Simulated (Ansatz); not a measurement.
The starting structures come from a database of crystals and need not be the phases stable at ambient conditions.

 Where the default PAW files enter, the runs use the earlier of Ansatz's two default sets.

The decay constant κ of evanescent states in the gap governs leakage through a thin film.

Given:

```xyz
2
Lattice="4.5707 0.0000 0.0000 0.0000 4.5707 0.0000 2.2854 2.2854 3.2320" Properties=species:S:1:pos:R:3 pbc="T T T"
Mg     0.0000     0.0000     0.0000
Te     2.2854     4.5707     1.6160
```

Space group of this cell: F-43m, zinc blende. The cell is taken as given.

Transport runs along the normal of the first two printed cell vectors, the (001) plane of the conventional cell.

The gap is the functional's own. No spin-orbit coupling. Mid-gap values are interpolated on the energy grid.

Predict the band gap and the smallest decay constant κ at mid-gap from PBEsol in Ansatz (a program for electronic structure).

Gap 2.30 eV on a 10×10×10 mesh; κ = 0.161 1/Å, at the zone centre.
